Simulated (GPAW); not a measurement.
Band structure of CoSi2 (Fm-3m, 3 atoms in the cell).

```
CELL_PARAMETERS angstrom
      0.00000     2.70264     2.70264
      2.70264     0.00000     2.70264
      2.70264     2.70264     0.00000
ATOMIC_POSITIONS crystal
  Co 0.00000 0.00000 0.00000
  Si 0.75000 0.75000 0.75000
  Si 0.25000 0.25000 0.25000
```

Method: PBE, GPAW PAW datasets PBE (gpaw-data 1.0.1) (plane waves; GPAW 25.7.0).

Settings: mode = pw; ecut = 800 eV; xc = PBE; kpts = 9 9 9; mesh shift (steps) = 0 0 0; occupations.name = fermi-dirac; occupations.width = 0.136 eV; nbands = -11; convergence.forces = 0.001 eV/Å; symmetry.symmorphic = false; symmetry.tolerance = 0.0005; maxiter = 120; bandpath_npoints = 40.

The starting cell comes from a database of computed structures (which also holds hypothetical and non-ambient phases and stackings), without a prior relaxation at this level. Its lattice was rescaled by a random factor within 2.5 % of one. Spin polarisation is off.

Levels in eV from the Fermi level, bands 6 to 12:
```json
[
 {"point": "Γ", "6": "-1.84", "7": "0.47", "8": "3.32", "9": "3.32", "10": "3.32", "11": "3.39", "12": "3.39"},
 {"point": "X", "6": "-1.88", "7": "-1.88", "8": "-1.86", "9": "-1.28", "10": "1.49", "11": "2.90", "12": "8.51"},
 {"point": "W", "6": "-2.23", "7": "-1.88", "8": "-1.40", "9": "-0.67", "10": "3.50", "11": "3.50", "12": "5.79"},
 {"point": "K", "6": "-2.15", "7": "-1.70", "8": "-1.19", "9": "-0.95", "10": "1.88", "11": "4.90", "12": "5.72"},
 {"point": "L", "6": "-1.56", "7": "-1.56", "8": "-0.50", "9": "-0.50", "10": "2.58", "11": "3.33", "12": "3.33"},
 {"point": "U", "6": "-2.15", "7": "-1.70", "8": "-1.19", "9": "-0.95", "10": "1.88", "11": "4.90", "12": "5.72"}
]
```

Bands cross the Fermi level along this path, so the cell is metallic at this level.
